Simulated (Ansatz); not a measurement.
**A computed series for Ir: response to strain**

Base system: Ir in the fcc (Cu type) structure (space group Fm-3m, No. 225; a = 3.8450 Å; relaxed with 0.1 eV smearing).

Strains are applied to the cell and any free atomic positions relax.

Method: r2SCAN, PAW, 500 eV (Ansatz, a quantum-chemistry and plane-wave program; no SOC).

Notes on the quantities. energy relative to the base: free energy F.

```tsv
isotropic strain (%)	energy relative to the base (meV/atom)
-3	152.9
-2.5	104.0
-2	65.2
-1.5	35.9
-1	?
-0.5	3.8
0	0.0
```

Q: Fit ΔE = Aε² + Bε³ (ε in %) to the rows shown and predict the withheld row.

A: Least squares on the printed values gives A = 14.9 and B = -0.69 meV/atom (largest residual 0.0 meV/atom); this predicts 15.6 meV/atom, and the run gives 15.6 meV/atom, in agreement.

Stability against distortions was not tested. The final runs are not spin-polarised.
